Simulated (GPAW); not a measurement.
Band structure of NaF (Fm-3m, 2 atoms in the cell).

```
CELL_PARAMETERS angstrom
      0.00000     2.31500     2.31500
      2.31500     0.00000     2.31500
      2.31500     2.31500     0.00000
ATOMIC_POSITIONS crystal
  Na 0.00000 0.00000 0.00000
  F  0.50000 0.50000 0.50000
```

Method: PBE, GPAW PAW datasets PBE (gpaw-data 1.0.1) (plane waves; GPAW).

Settings: mode = pw; ecut = 900 eV; xc = PBE; kpts = 6 6 6; mesh shift (steps) = 0 0 0; occupations.name = fermi-dirac; occupations.width = 0.05 eV; nbands = -6; convergence.density = 1e-05 e/electron; convergence.bands = -4; symmetry.symmorphic = false; symmetry.tolerance = 0.0005; maxiter = 120; bandpath_npoints = 40.

The starting cell has typed, rounded lattice constants, without a prior relaxation at this level.

Question: Predict the gap along the standard path and the places of the band edges.

Answer: The gap along the path is 6.34 eV, direct at Γ to within 0.01 eV.

Levels in eV from the top of the valence band on the SCF mesh, bands 4 to 11:
```
point       4      5      6      7      8      9     10     11
-----  ------  -----  -----  -----  -----  -----  -----  -----
Γ      -18.90   0.00   0.00   0.00   6.34  19.04  19.04  19.04
X      -18.93  -1.27  -0.40  -0.40  13.22  13.35  13.66  19.93
W      -18.45  -0.87  -0.87  -0.57  13.28  13.28  15.27  16.96
K      -18.47  -1.05  -0.83  -0.37  12.88  13.29  14.78  19.46
L      -18.15  -1.59  -0.25  -0.25  10.83  12.53  20.27  20.27
U      -18.47  -1.05  -0.83  -0.37  12.88  13.29  14.78  19.46
```
